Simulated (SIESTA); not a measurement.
Worked example: relaxation of cell and atoms of NiO₂ (P6_3/mmc, 6 atoms in the cell) in SIESTA.

Computed with GGA PBEsol, numerical atomic orbitals DZP, PseudoDojo PBEsol standard norm-conserving potentials (rewritten from UPF to PSML) (SIESTA 5.4.2).

```
CELL_PARAMETERS angstrom
      2.91215     0.00000     0.00000
     -1.45608     2.52200     0.00000
      0.00000     0.00000    10.55527
ATOMIC_POSITIONS crystal
  Ni 0.00000 0.00000 0.00000
  Ni 0.00000 0.00000 0.50000
  O  0.66667 0.33333 0.08908
  O  0.33333 0.66667 0.91092
  O  0.33333 0.66667 0.58908
  O  0.66667 0.33333 0.41092
```
Moments meant for the start (each program seeds them in its own way; μB, in the order of the atoms Ni Ni O O O O): 2.0 2.0 0.0 0.0 0.0 0.0.

Reference input (self-consistent single point, DFT, GGA PBEsol, numerical atomic orbitals DZP, PseudoDojo PBEsol standard norm-conserving potentials (rewritten from UPF to PSML)): XC.functional = GGA; XC.authors = PBEsol; potentials = PseudoDojo PBEsol standard; PAO.BasisSize = DZP; PAO.EnergyShift = 0.01 Ry; MeshCutoff = 300 Ry; kgrid.MonkhorstPack = 10 10 3; OccupationFunction = FD; ElectronicTemperature = 0.1 eV; Spin = polarized; DM.InitSpin = [1 +2.00, 2 +2.00, 3 +0.00, 4 +0.00, 5 +0.00, 6 +0.00]; MaxSCFIterations = 150. This run's input differs from it in these lines:

```diff
@@ -54,2 +54,7 @@
 Diag.ParallelOverK           true
+MD.TypeOfRun                 Broyden
+MD.Steps                     40
+MD.MaxForceTol               0.02 eV/Ang
+MD.VariableCell              true
+MD.MaxStressTol              0.05 GPa
 WriteForces                  true
```

Output (repeated stretches shortened):

```
        iscf     Eharris(eV)        E_KS(eV)     FreeEng(eV)     dDmax    Ef(eV) dHmax(eV)
   scf:    1   -10669.745275   -10830.219374   -10830.636183  0.572845 -1.129529 43.140184
     spin moment: {S} , |S| = {        0.0        0.0    5.41580 }     5.41580
   scf:    2   -10932.439147   -10889.858203   -10890.148390  0.284211 -3.791348 21.613420
     spin moment: {S} , |S| = {        0.0        0.0    1.95811 }     1.95811
   scf:    3   -10878.613611   -10903.218937   -10903.264289  0.238176 -5.548873  9.716313
     spin moment: {S} , |S| = {        0.0        0.0    0.11298 }     0.11298
   [... lines left out ...]
     spin moment: {S} , |S| = {        0.0        0.0    0.00000 }     0.00000
   scf:   17   -10909.233150   -10909.233153   -10909.240640  0.000016 -5.740685  0.000338
     spin moment: {S} , |S| = {        0.0        0.0   -0.00000 }    -0.00000
   scf:   18   -10909.233153   -10909.233153   -10909.240640  0.000017 -5.740702  0.000154
     spin moment: {S} , |S| = {        0.0        0.0   -0.00000 }    -0.00000
   scf:   19   -10909.233153   -10909.233153   -10909.240640  0.000002 -5.740697  0.000110
     spin moment: {S} , |S| = {        0.0        0.0   -0.00000 }    -0.00000
SCF Convergence by DM+H criterion
max |DM_out - DM_in|         :     0.0000017344
max |H_out - H_in|      (eV) :     0.0001101928
SCF cycle converged after 19 iterations

Using DM_out to compute the final energy and forces

siesta: E_KS(eV) =           -10909.2332

siesta: E_KS - E_eggbox =    -10909.2332

siesta: Atomic forces (eV/Ang):
     1   -0.000000    0.000000   -0.000000
     2   -0.000000   -0.000000   -0.000000
     3    0.000116   -0.000067   -0.838382
     4   -0.000116    0.000067    0.838382
     5   -0.000116    0.000067   -0.838382
     6    0.000116   -0.000067    0.838382
   Tot   -0.000000   -0.000000    0.000000
   Max    0.838382
   Res    0.395217    sqrt( Sum f_i^2 / 3N )
   Max    0.838382    constrained

   [... lines left out ...]
siesta: Pressure (static):       -159.90818969  kBar
siesta: Pressure (total):       -159.90818969  kBar
No target stress found, assuming hydrostatic MD.TargetPressure.
Target stress (kBar)
outcell: Cell volume (Ang**3)        :     90.8201
        iscf     Eharris(eV)        E_KS(eV)     FreeEng(eV)     dDmax    Ef(eV) dHmax(eV)
siesta: Pressure (static):          0.33337268  kBar
siesta: Pressure (total):          0.33337268  kBar
outcell: Cell volume (Ang**3)        :     90.8201
siesta: FreeEng =    -10909.584273
   [... lines left out ...]

mulliken: Qtot =       30.000

Mulliken Atomic Populations:
Atom #   charge [q] valence [e]      Sz [e]  Species
     1     0.682724   17.317276    0.000000  Ni
     2     0.682724   17.317276   -0.000000  Ni
     3    -0.341361    6.341361   -0.000000  O
     4    -0.341362    6.341362   -0.000000  O
     5    -0.341363    6.341363   -0.000000  O
     6    -0.341361    6.341361    0.000000  O
 Total     0.000000               -0.000000
```

The run converged. 

Summary of the result:
```
Quantity                                                                                                               Result
------------------------------------------------  ---------------------------------------------------------------------------
Free energy E − TS                                                                                             -10909.5843 eV
Top of the valence band (on the code's own zero)                                                                     -6.44 eV
Gap on the k-point mesh                                                                                               1.26 eV
Pressure                                                                                                             0.03 GPa
Largest force (vector length)                                                                                      0.002 eV/Å
Size of the cell's spin moment                                                                                        0.00 μB
Final cell                                        a = 2.782 Å, b = 2.782 Å, c = 13.551 Å, α = 90.00°, β = 90.00°, γ = 120.00°
Final volume per atom                                                                                                15.14 Å³
Relaxation steps                                                                                                           35
```

The starting cell comes from a database of computed structures (which also holds hypothetical and non-ambient phases and stackings), without a prior relaxation at this level. The starting moments vanished: the run ended non-magnetic, which need not be the lowest state. Values carry the incompleteness of an atom-centred basis. One axis grew by 28 %: without a dispersion term the functional hardly binds the layers.

Cost on one core of a shared machine: roughly 10 min.
